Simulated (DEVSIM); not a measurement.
## isotype n-n heterojunction GaP/Si

Structure: isotype n-n heterojunction GaP/Si, at 300 K.

| layer (left to right) | material | thickness (μm) | Nd (cm⁻³) | τn (s) | τp (s) |
|---|---|---|---|---|---|
| 1 | GaP | 0.470 | 4.8e16 | 3.8e-7 | 3.8e-7 |
| 2 | Si | 0.120 | 4.9e15 | 3.8e-7 | 3.8e-7 |

Left contact: ohmic. Right contact: ohmic. Voltage is applied to the left contact. Recombination: SRH at mid-gap, Auger. Mobility is constant in doping.

This is a model device: material constants are rounded textbook-type values typed into the input, and sizes, dopings and lifetimes were drawn at random. Values at 300 K.

```
parameter         GaP       Si
-------------  ------  -------
gap (eV)         2.26    1.124
affinity (eV)     3.8     4.05
permittivity     11.1     11.7
Nc (cm⁻³)      1.8e19  2.86e19
Nv (cm⁻³)      1.9e19   3.1e19
μn (cm²/Vs)       250     1417
μp (cm²/Vs)       150      470
Cn (cm⁶/s)      1e-30  2.8e-31
Cp (cm⁶/s)      1e-30  9.9e-32
```

Simulated with DEVSIM: 1D drift-diffusion, Boltzmann statistics, complete ionisation; no tunnelling, impact ionisation, image-force lowering or self-heating. Band offsets follow the typed affinities; no thermionic-emission limit at abrupt steps, no polarisation charge.

* **Potential step across the device at zero bias**: 0.321 V
* **Dark forward voltage at 100 A/cm²**: 0.269 V

Dark forward current:

(V (V), J (A/cm²)): (0.05, 33); (0.10, 49); (0.20, 78); (0.25, 94); (0.35, 130); (0.40, 150); (0.50, 190); (0.55, 210); (0.65, 250); (0.70, 270); (0.75, 300); (0.85, 350); (0.90, 370); (1.00, 430); (1.05, 450); (1.15, 510); (1.20, 540); (1.30, 600); (1.35, 630); (1.40, 660); (1.50, 730); (1.55, 760); (1.65, 830); (1.70, 870); (1.80, 940); (1.85, 970); (1.95, 1000); (2.00, 1100)
